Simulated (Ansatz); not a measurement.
A computed series for hypothetical CdI2 type MgH2: response to strain

Consider MgH$_{2}$ in the CdI2 type structure (space group P-3m1, No. 164; a hypothetical phase, not in the database extracts checked).

```
CELL_PARAMETERS angstrom
      2.98402     0.00000     0.00000
     -1.49201     2.58424     0.00000
      0.00000     0.00000     4.11275
ATOMIC_POSITIONS crystal
  Mg 0.00000 0.00000 0.00000
  H  0.33333 0.66667 0.22675
  H  0.66667 0.33333 0.77325
```

Cartesian axes are those of the cell as printed.

Strains are applied to the cell and any free atomic positions relax; under biaxial strain the out-of-plane vector relaxes too.

Levels (all Ansatz, a program for electronic structure, PAW): PBE-D3(BJ) (420 eV, no spin-orbit coupling); PBEsol-D3(BJ) (420 eV, spin-orbit coupling left out).

The base cell above is that of PBE-D3(BJ); each level relaxes its own structures.

Notes on the quantities. pressure: mean of the normal stresses, compression positive.

```csv
case,"pressure, PBE-D3(BJ)","pressure, PBEsol-D3(BJ)"
"biaxial strain −2.61 %, plane normal [001], relaxed out of plane",2.90 GPa,2.98 GPa
isotropic strain −1.73 %,2.11 GPa,2.24 GPa
isotropic strain +1.18 %,-1.24 GPa,-1.28 GPa
uniaxial strain ε_xx = −5.27 %,3.12 GPa,3.24 GPa
uniaxial strain ε_xx = −0.59 %,0.30 GPa,0.32 GPa
uniaxial strain ε_xx = +0.74 %,-0.38 GPa,-0.38 GPa
uniaxial strain ε_xx = +1.27 %,-0.63 GPa,-0.65 GPa
tensor shear ε_xy = −0.32 %,0.00 GPa,0.00 GPa
"strain tensor (xx, yy, zz, yz, xz, xy) = (−0.18, +0.34, +0.44, +0.80, −1.15, +0.66) %",-0.11 GPa,-0.13 GPa
"strain tensor (xx, yy, zz, yz, xz, xy) = (+1.54, +1.19, +1.48, −0.36, +1.45, −1.60) %",-1.35 GPa,-1.45 GPa
tensor shear ε_xz = −2.42 %,0.03 GPa,0.02 GPa
```

The two levels differ by at most about 0.14 GPa. They put the cases in the same order.

Whether these cells are dynamically stable was not tested.
